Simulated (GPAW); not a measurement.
## Pressure against volume in hcp Zn (space group 194) (GPAW, PBE)

```yaml
crystal:
  lattice:
    - [2.61270, 0.00000, 0.00000]
    - [-1.30635, 2.26267, 0.00000]
    - [0.00000, 0.00000, 4.86198]
  atoms:
    - { symbol: Zn, position: [0.66667, 0.33333, 0.75000] }
    - { symbol: Zn, position: [0.33333, 0.66667, 0.25000] }
```

Method: PBE, GPAW PAW datasets PBE (gpaw-data 1.0.1) (plane waves; GPAW). Settings: mode = pw; ecut = 780 eV; xc = PBE; kpts = 25 25 12; mesh shift (steps) = 0 0 0; occupations.name = fermi-dirac; occupations.width = 0.05 eV; nbands = -6; convergence.density = 1e-05 e/electron; symmetry.symmorphic = false; symmetry.tolerance = 0.0005; maxiter = 150. The cell above is the first row's. The rows scale it uniformly. In all rows fractional positions and the k mesh are held.

```
V (Å^3/atom)  P (GPa)
------------  -------
14.371              ?
14.684           2.26
14.996           0.50
15.308          -1.07
15.621          -2.39
15.933          -3.57
16.246          -4.59
16.558          -5.45
16.871          -6.21
```

Fit P of the 8 rows that show it with a cubic. With u = V - 15.8, the rows have u = -1.1160, -0.8040, -0.4920, -0.1790, 0.1330, 0.4460, 0.7580, 1.0710. Least squares gives P = -3.094 - 3.6973·u + 0.8586·u² - 0.1147·u³. Residuals (row less fit): -0.001, 0.007, -0.017, 0.014, 0.001, -0.008, 0.003, 0.000; standard error 0.012 (degrees of freedom: 4). The fitted pressure is zero at V0 = 15.09, where dP/dV = -5.088, so B0 = -V0·dP/dV = 76.8 GPa.

### Question
What does the fit predict for P at V = 14.371, and how far is the calculated value from it?

### Answer
u = -1.4290, so P = -3.094 - 3.6973 × (-1.4290) + 0.8586 × (-1.4290)² - 0.1147 × (-1.4290)³ = 4.277 GPa. The calculation gives 4.25 GPa, 0.027 GPa below the prediction (0.3 % of the range of P in the table). The row lies outside the fitted rows, so this is an extrapolation. From the scatter of the fitted rows alone, a prediction at this place has a standard error of 0.032 GPa, so the miss is 0.8 times that.

Carrying the step between the two nearest rows on in a straight line would have given 4.03, off by 0.22; series whose last step already gives the withheld value aren't shown. The scan was laid around a cell of about the measured size, scaled by a guess for this functional; axis ratios and inner coordinates come from that cell. The runs keep the symmetry of the cell, so they don't test it for distortions. The shape of the cell and the inner coordinates aren't relaxed, so V0 and B0 belong to this uniform scaling; a relaxed crystal lies no higher in energy and is usually softer. Cutoffs and mesh are single choices, not tested for convergence of this quantity. Series with a scatter that would blur these digits, or in which a gap closes, are not shown.
